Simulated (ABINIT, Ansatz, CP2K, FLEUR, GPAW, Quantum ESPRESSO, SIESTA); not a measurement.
**Code comparison for HfAu (P4/nmm, 4 atoms in the cell)**

Self-consistent single point.

```
CELL_PARAMETERS angstrom
      3.48386     0.00000     0.00000
      0.00000     3.48386     0.00000
      0.00000     0.00000     6.32052
ATOMIC_POSITIONS crystal
  Hf 0.00000 0.50000 0.85158
  Hf 0.50000 0.00000 0.14842
  Au 0.00000 0.50000 0.37143
  Au 0.50000 0.00000 0.62857
```

All programs got the same cell, k-point mesh and kind of occupations (in Ansatz's words: kpoints.mp_grid.grid = 8 8 4; scf.occupations.method = gaussian; scf.occupations.width = 0.1 eV); potentials, basis and cutoffs are each program's usual ones.

```tsv
code	model	pressure (GPa)	largest force (eV/Å)	k-points	cutoff
ABINIT	PBEsol, norm-conserving pseudopotentials (PseudoDojo nc-sr-04 PBEsol standard)	-2.69	0.073	45	38 Ha
FLEUR	PBEsol, all-electron FLAPW (FLEUR), scalar-relativistic valence	–	0.096	45	Kmax 4 1/bohr
Ansatz	PBEsol, PAW files made with PBE	-2.67	0.079	45	default
GPAW	PBEsol, GPAW PAW datasets PBEsol (made by gpaw-setup)	-1.81	0.040	45	600 eV
Quantum ESPRESSO	PBEsol, GBRV 1.5 ultrasoft (PBESOL) pseudopotentials	-3.37	0.076	45	40 Ry
CP2K	PBEsol, GPW, DZVP-MOLOPT-SR-GTH basis, GTH-PBE potentials (GTH_POTENTIALS)	0.50	0.123	132	grid 500 Ry
SIESTA	GGA PBEsol, numerical atomic orbitals TZP, PseudoDojo PBEsol standard norm-conserving potentials (rewritten from UPF to PSML)	-6.99	0.140	150	grid 300 Ry
```

Size of the force on each atom (eV/Å): Sizes of forces hide their directions.

```
code                Hf1    Hf2    Au3    Au4
----------------  -----  -----  -----  -----
ABINIT            0.062  0.062  0.073  0.073
FLEUR             0.015  0.015  0.096  0.096
Ansatz            0.030  0.030  0.079  0.079
GPAW              0.013  0.013  0.040  0.040
Quantum ESPRESSO  0.076  0.076  0.068  0.068
CP2K              0.123  0.123  0.088  0.088
SIESTA            0.007  0.007  0.140  0.140
```

A dash marks a value that a program does not give, or that is left out as unsure.

The spread over the programs that give each value: pressure within 7.49 GPa; largest force within 0.100 eV/Å.

The starting cell comes from a database of computed structures (which also holds hypothetical and non-ambient phases and stackings), without a prior relaxation at this level. On Ansatz's run: Spin-orbit coupling is off.

Q: Why do the programs differ, and what cannot be compared?

A: Differences of this kind can come from the potentials, where these differ, and from what each basis and cutoff leave unconverged. The valence holds different numbers of electrons (ABINIT 62, FLEUR 86, Ansatz (a first-principles code) 90, GPAW 46, Quantum ESPRESSO 46, CP2K 46, SIESTA 62). The zero of total energies and Fermi levels follows the potentials and each program's conventions, so they are not compared here. CP2K and SIESTA use small atom-centred bases, whose incompleteness enters pressures, forces and empty levels differently from a plane-wave cutoff. FLEUR treats all electrons, but the usual bases taken here (sphere radii, linearisation, local orbitals, empty states) were not tested for convergence, so the values are no reference for the others. Ansatz's pressure is given at a fixed set of plane waves, as the other plane-wave codes print theirs; with its correction for the finite basis it is -2.63 GPa. The programs reduce the same mesh by symmetry to different extents, which changes the work and not the result. In the pressure, CP2K (by 3.18) and SIESTA (by 4.30) lie more than 1 GPa from the median of the plane-wave programs. In the force vectors, CP2K (by 0.169) lies more than 0.08 eV/Å from the median of the plane-wave programs.

Left out of this page: Elk (not drawn, or without a comparable value).

Keys are those of Ansatz 0.2.
